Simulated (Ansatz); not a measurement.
Start from WC (space group P-6m2, No. 187; a = 2.9127 Å, c = 2.8354 Å; relaxed with 0.1 eV smearing). Axes: x lies along a and z along c of the hexagonal cell.

The values are results of r2SCAN/PAW in Ansatz (a first-principles code), without spin-orbit coupling, not measurements.

Before the change:

| Quantity | Result |
|---|---|
| Band gap | zero |
| Shortest interatomic distance | 2.199 Å |

The change: the cell is compressed by 2.50 % along x with no lateral relaxation, atoms relaxed at fixed cell.

### Question
What does the calculation give for the energy relative to the base after the change?

### Answer
The energy grows by 16 meV/atom.

### Question
How does this affect the stress?

### Answer
The stress (xx, yy, zz, yz, xz, xy; compression positive) amounts to (20.2, 6.2, 4.6, 0.0, 0.0, 0.0) GPa.

### Question
What does the calculation give for the band gap after the change?

### Answer
The band gap is still zero.

### Question
Predict the new shortest interatomic distance.

### Answer
The shortest interatomic distance drops by 0.0209 Å (2.199 Å → 2.179 Å).

The cells carry an imposed strain or load. No phonon test of stability was made. The final runs are not spin-polarised.
